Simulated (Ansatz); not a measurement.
Input and output of a self-consistent single point for Bi4Te3 (R-3m, 7 atoms in the cell) (Ansatz, a quantum-chemistry and plane-wave program).

Method: LDA (PW92), default PAW files made with PBE (plane waves; Ansatz).

```
CELL_PARAMETERS angstrom
      2.23551     1.29067    14.50555
     -2.23551     1.29067    14.50555
      0.00000    -2.58134    14.50555
ATOMIC_POSITIONS crystal
  Bi 0.28692 0.28692 0.28692
  Bi 0.71308 0.71308 0.71308
  Bi 0.14779 0.14779 0.14779
  Bi 0.85221 0.85221 0.85221
  Te 0.00000 0.00000 0.00000
  Te 0.58136 0.58136 0.58136
  Te 0.41864 0.41864 0.41864
```

Reference input (self-consistent single point, DFT, LDA (PW92), plane waves, default PAW files made with PBE): basis.ecutwfc = 420 eV; kpoints.mp_grid.grid = 6 6 6; hamiltonian.xc = lda; hamiltonian.pseudopotentials = {kind: paw} (the program's default PAW files); scf.occupations.method = cold; scf.occupations.width = 0.136 eV. This run's input differs from it in these lines:

Ansatz 0.2 input:
```diff
@@ -14,3 +14,3 @@
 basis:
-  ecutwfc: 420.0
+  ecutwfc: 250.0
 kpoints:
```

The program printed (abridged):

```
SCF iter   1: F=—  HF=-68819.672411 eV  |F-HF|=—  |Δ(HF+E_count)|=         —  Δρ=1.50e-2  dr2=2.34e-1  ethr=1.77e-3  ⟨swp⟩=7.9  Hψ=7794  notcnv=0
all-band conjugate gradients solve this SCF's bands
preconditioner: auto → Resta (q_TF=auto, 2.370 Å⁻¹)
SCF iter   2: F=—  HF=-68819.514849 eV  |F-HF|=—  |Δ(HF+E_count)|=   1.58e-1  S|Δr|=    0.00e0  Δρ=6.35e-3  dr2=3.44e-2  ethr=2.16e-4  ⟨swp⟩=2.0  Hψ=3783  notcnv=0
   [... lines left out ...]
SCF iter   6: F=—  HF=-68819.496261 eV  |F-HF|=—  |Δ(HF+E_count)|=   2.85e-5  S|Δr|=    0.00e0  Δρ=3.60e-5  dr2=6.43e-6  ethr=2.06e-7  ⟨swp⟩=1.8  Hψ=2099  notcnv=0
SCF iter   7: F=—  HF=-68819.496275 eV  |F-HF|=—  |Δ(HF+E_count)|=   1.45e-5  S|Δr|=    0.00e0  Δρ=6.82e-6  dr2=2.68e-7  ethr=5.95e-9  ⟨swp⟩=2.0  Hψ=2561  notcnv=0  defer=36
SCF iter   8: F=-68819.496275 eV  HF=-68819.496275 eV  |F-HF|=1.22e-8  |Δ(HF+E_count)|=   2.80e-8  S|Δr|=    0.00e0  Δρ=1.75e-6  dr2=2.15e-8  ethr=9.26e-11  ⟨swp⟩=9.8  Hψ=8222  notcnv=0
SCF 1 converged in 8 iterations: F = -68819.496275 eV  dr2 = 2.15e-8
Stability not checked (fill_not_monotonic)
Free energy (F): -68819.496275 eV
Internal energy: -68819.497974 eV  (E = F + TS)
E sigma→0 (E₀):  -68819.496841 eV
Entropy (-TS):   0.001698 eV (0.243 meV/atom)
Fermi energy:    8.665519 eV
--- Forces (eV/Å), atoms counted from 1 ---
  atom   1  Bi     0.00000000    -0.00000000     0.07512461
  atom   2  Bi    -0.00000000     0.00000000    -0.07512461
  atom   3  Bi    -0.00000000     0.00000000    -0.08074536
  atom   4  Bi     0.00000000    -0.00000000     0.08074536
   [... lines left out ...]
  atom   7  Te     0.00000000    -0.00000000     0.00623989
--- Stress (GPa, compression-positive) ---
       -2.374892       0.000000       0.000000
        0.000000      -2.374892       0.000000
        0.000000       0.000000      -2.823991
  P = ⅓ Tr σ = -2.5246 GPa (-25.246 kbar)
  The stress holds the Pulay correction. Without it, at fixed plane waves, as pw.x and ABINIT print it: P = -34.5933 GPa
```

The run converged in 8 iterations. Against the reference run the free energy goes up by 922 meV/atom, the pressure goes from -2.73 to -2.52 GPa and the largest force goes from 0.041 to 0.081 eV/Å.

The starting cell comes from a database of computed structures (which also holds hypothetical and non-ambient phases and stackings), without a prior relaxation at this level. Ansatz's pressure includes its estimate of the finite-basis (Pulay) stress. Without the estimate this run gives -34.59 GPa. The cutoff lies below the one recommended for these files. A gap is left out here, as mesh or smearing make it unsure.
